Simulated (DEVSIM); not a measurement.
System: illuminated GaSb p-on-n cell, one wavelength, at 300 K.

Layer 1 from the left is GaSb, thickness (μm) 0.320, Na (cm⁻³) 6.7e17, τn (s) 8.2e-11, τp (s) 2.4e-11, absorption coefficient (cm⁻¹) 32000. Layer 2 from the left is GaSb, thickness (μm) 0.810, Nd (cm⁻³) 3.5e15, τn (s) 2e-9, τp (s) 2e-9, absorption coefficient (cm⁻¹) 32000.

Left contact: ohmic, minority electron recombination velocity 1000 cm/s. Right contact: ohmic, minority hole recombination velocity 20 cm/s. Voltage is applied to the left contact. Recombination: SRH at mid-gap, radiative, Auger. Light enters at the left, 1.1e18 photons cm⁻² s⁻¹, one pass, no reflection. Mobility is constant in doping.

This is a model device: material constants are rounded textbook-type values typed into the input, and sizes, dopings and lifetimes were drawn at random. Values at 300 K.

GaSb: gap (eV) 0.726, affinity (eV) 4.06, permittivity 15.7, Nc (cm⁻³) 2.1e17, Nv (cm⁻³) 1.8e19, μn (cm²/Vs) 5000, μp (cm²/Vs) 850, B (cm³/s) 1e-10, Cn (cm⁶/s) 5e-30, Cp (cm⁶/s) 5e-30.

DEVSIM, 1D drift-diffusion, Boltzmann statistics, complete ionisation; no tunnelling, impact ionisation, image-force lowering or self-heating.

Dark forward current:

```csv
|V| (V),|J| (A/cm²)
0.05,0.0008900
0.10,0.003414
0.15,0.01143
0.20,0.03958
0.25,0.1516
0.30,0.6564
0.35,2.947
0.40,11.13
0.45,36.59
0.50,132.4
0.55,579.5
0.60,2872
```

**Question.** Work out the local ideality factor n = ΔV / (kT/q · ln(J2/J1)) between the rows 0.15 and 0.20 V, 0.55 and 0.60 V.

**Answer.** kT/q = 25.85 mV. From 0.15 to 0.20 V: ln(0.03958/0.01143) = 1.242, n = 1.56. From 0.55 to 0.60 V: ln(2872/579.5) = 1.601, n = 1.21.

**Question.** What current could the absorbed light give at most, and what share is collected?

**Answer.** Σ αd = 3.62, so qΦ(1 − exp(−Σ αd)) = 172 mA/cm². The simulated short-circuit current is 167.2 mA/cm², a share of 0.97.

**Question.** Estimate the open-circuit voltage by superposition: the voltage at which the dark current equals that short-circuit current.

**Answer.** Interpolating ln J in the table gives 0.253 V. The simulation gives 0.253 V, the same within the digits that matter. Superposition holds where collection doesn't change with voltage.
